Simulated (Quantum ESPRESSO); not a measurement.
# One base run on TiSb (P6_3/mmc, 4 atoms in the cell) and variants with one or two settings moved

```yaml
crystal:
  lattice:
    - [4.10330, 0.00000, 0.00000]
    - [-2.05165, 3.55356, 0.00000]
    - [0.00000, 0.00000, 6.28360]
  atoms:
    - { symbol: Ti, position: [0.00000, 0.00000, 0.00000] }
    - { symbol: Ti, position: [0.00000, 0.00000, 0.50000] }
    - { symbol: Sb, position: [0.33333, 0.66667, 0.25000] }
    - { symbol: Sb, position: [0.66667, 0.33333, 0.75000] }
```

Base run A: PBEsol, GBRV 1.5 ultrasoft (PBESOL) pseudopotentials (Quantum ESPRESSO), self-consistent single point.

Its settings: ecutwfc = 50 Ry; ecutrho = 400 Ry; occupations = smearing; smearing = marzari-vanderbilt; degauss = 0.0036749 Ry; potentials = {Ti: ti_pbesol_v1.4.uspp.F.UPF, Sb: sb_pbesol_v1.4.uspp.F.UPF}; K_POINTS = automatic 8 8 4 0 0 0; conv_thr = 1e-10 Ry; mixing_beta = 0.4.

The starting cell comes from a database of published, mostly measured structures (it also holds non-ambient and calculated ones), without a prior relaxation at this level. Spin polarisation is off. In the base run, with a pressure of about -6 GPa the cell is away from its equilibrium volume at this level.

ΔF is the free energy per atom less that of run A. A dash stands where there is no value to compare (another energy zero or no entropy term, no result, no spin, no clean gap, or a mesh too coarse for one). Total energies depend on the potentials, the functional and any Hubbard or dispersion term, so they are compared only between runs that share all of them.

```csv
run,change,ΔF (meV/atom),pressure (GPa),k-points
A,base,0.00,-6.20,30
B,degauss: 0.0036749 Ry → 0.0073499 Ry; K_POINTS: automatic 8 8 4 0 0 0 → automatic 9 9 5 0 0 0,-2.8,-6.18,36
C,nosym: default → true,0.00,-6.20,132
D,vdw_corr: default → grimme-d3; dftd3_version: default → 4; dftd3_threebody: default → true [PBEsol-D3(BJ) with three-body term],–,-9.39,30
E,nbnd: default → 28,0.00,-6.20,30
F,conv_thr: 1e-10 Ry → 7.3e-08 Ry,0.00,-6.24,30
G,ecutrho: 400 Ry → 200 Ry,-0.10,-6.19,30
H,degauss: 0.0036749 Ry → 0.02205 Ry,-4.9,-6.13,30
I,ecutwfc: 50 Ry → 25 Ry; ecutrho: 400 Ry → 200 Ry,1771.0,-83.75,30
J,"pseudopotentials: {Ti: ti_pbesol_v1.4.uspp.F.UPF, Sb: sb_pbesol_v1.4.uspp.F.UPF} → {Ti: ti_pbe_v1.4.uspp.F.UPF, Sb: sb_pbe_v1.4.uspp.F.UPF}; input_dft: default → vdw-df2-b86r [rev-vdW-DF2]",–,-4.11,30
K,nosym: default → true; noinv: default → true,0.00,-6.20,256
L,mixing_beta: 0.4 → 0.5; mixing_mode: default → local-TF,0.00,-6.20,30
M,diago_david_ndim: default → 4,0.00,-6.20,30
```

Run H against A: The free energy goes down by 4.9 meV/atom and the pressure moves little (-6.20 to -6.13 GPa).

Run D against A: The pressure goes from -6.20 to -9.39 GPa.
